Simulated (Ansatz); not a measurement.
## A computed series for hypothetical CsCl type TlAs: pressure series

Start from TlAs in the CsCl type structure (space group Pm-3m, No. 221; a = 3.683 Å; a hypothetical phase, not in the database extracts checked).

Cell and atoms are relaxed at each pressure.

The values are results of Kohn–Sham DFT with the PBE functional, run in Ansatz (an electronic-structure program) with PAW and 420 eV plane waves, no spin-orbit coupling, not measurements.

```csv
P (GPa),V (Å³/atom)
-1.99,26.252
-0.99,25.562
0.90,24.526
2.09,23.989
4.50,23.080
9.00,21.791
14.99,20.527
```

Fit a third-order Birch–Murnaghan equation of state.

Least squares on P(V) = (3B₀/2)[(V₀/V)^(7/3) − (V₀/V)^(5/3)]·[1 + (3/4)(B₀′ − 4)((V₀/V)^(2/3) − 1)] gives V₀ = 24.99 Å³/atom, B₀ = 46 GPa and B₀′ = 5.1.

Load acts through the strain it causes; cell and atoms are relaxed under it. Whether these cells are dynamically stable was not tested. Competing high-pressure phases were not computed. The final runs are not spin-polarised.
